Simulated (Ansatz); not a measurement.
# How far to go with the k-point mesh: CrBrO (Pmm2, 6 atoms in the cell)

```xyz
6
Lattice="3.3694 0.0000 0.0000 0.0000 3.9685 0.0000 0.0000 0.0000 8.9136" Properties=species:S:1:pos:R:3 pbc="T T T"
Cr     0.0000     0.0000     5.3494
Cr     1.6847     1.9843     3.6142
Br     0.0000     1.9843     1.7320
Br     1.6847     0.0000     7.1816
O      1.6847     0.0000     4.0496
O      0.0000     1.9843     4.8640
```
Moments meant for the start (each program seeds them in its own way; μB, in the order of the atoms Cr Cr Br Br O O): 3.0 3.0 0.0 0.0 0.0 0.0.

Level of theory: PBEsol+U, default PAW files made with PBE (plane waves; Ansatz, an electronic-structure program).

Base settings: basis.ecutwfc = 420 eV; kpoints.mp_grid.grid = 5 4 2; hamiltonian.xc = pbesol; hamiltonian.pseudopotentials = {kind: paw} (the program's default PAW files); hamiltonian.hubbard.sites = [{species: Cr, l: d, u_eff: 3.7}] eV; magnetization.spin_polarized = true; scf.occupations.method = fermi_dirac; scf.occupations.width = 0.02 eV.

Only quantities that move along the ladder and can be compared are tabulated.

These are the values that this program gave, and no reference: magnets with a U can end in a higher state.

The starting cell comes from a database of computed structures (which also holds hypothetical and non-ambient phases and stackings), without a prior relaxation at this level. Its lattice was rescaled by up to half a per cent. One atom was moved a little off its site on purpose. The magnetic order is the one reached from the typed start; others were not searched systematically. With U or open f shells several self-consistent states can exist. In the base run, with a pressure of about -6 GPa the cell is away from its equilibrium volume at this level. In the base run, forces exceed 1 eV/Å. Ansatz's pressure includes its estimate of the finite-basis (Pulay) stress.

Steps (kpoints.mp_grid.grid): 2 2 1; 3 2 1; 3 3 1; 3 3 2; 4 3 2; 4 4 2; 5 4 2; 5 5 2; 6 5 2; 6 5 3; 8 7 3; 9 8 4; 11 10 5; 13 11 5; 16 13 6; 19 16 8.

Task: What is the coarsest kpoints.mp_grid.grid that holds the forces within 0.02 eV/Å of the last step, with all finer ones?

Result: 4 3 2; the step before is off by 0.044 eV/Å.

Task: What is the coarsest kpoints.mp_grid.grid that holds the pressure within 1 GPa of the last step, with all finer ones?

Result: 3 2 1; the step before is off by 1.2 GPa.

| kpoints.mp_grid.grid | free energy less the last step's (meV/atom) | pressure (GPa) | largest difference of a force vector from the last step's (eV/Å) | gap on the mesh (eV) |
|---|---|---|---|---|
| 2 2 1 | 86.30 | -4.63 | 0.313 | 1.526 |
| 3 2 1 | 50.29 | -5.23 | 0.221 | 1.288 |
| 3 3 1 | 12.82 | -5.70 | 0.052 | 1.252 |
| 3 3 2 | 14.10 | -5.65 | 0.044 | 1.043 |
| 4 3 2 | 8.38 | -5.73 | 0.007 | 1.094 |
| 4 4 2 | 3.53 | -5.78 | 0.005 | 1.085 |
| 5 4 2 | 1.92 | -5.80 | 0.004 | 1.099 |
| 5 5 2 | 0.88 | -5.80 | 0.002 | 1.096 |
| 6 5 2 | 0.51 | -5.81 | 0.002 | 1.027 |
| 6 5 3 | 0.48 | -5.81 | 0.002 | 1.065 |
| 8 7 3 | 0.04 | -5.82 | 0.000 | 1.100 |
| 9 8 4 | 0.01 | -5.82 | 0.000 | 1.025 |
| 11 10 5 | 0.00 | -5.82 | 0.000 | 1.058 |
| 13 11 5 | 0.00 | -5.82 | 0.000 | 1.035 |
| 16 13 6 | 0.00 | -5.82 | 0.000 | 1.021 |
| 19 16 8 | 0.00 | -5.82 | 0.000 | 1.021 |

The gap on the mesh jumps up and down from mesh to mesh; it is no smooth measure of convergence.

Keys are those of Ansatz 0.2.
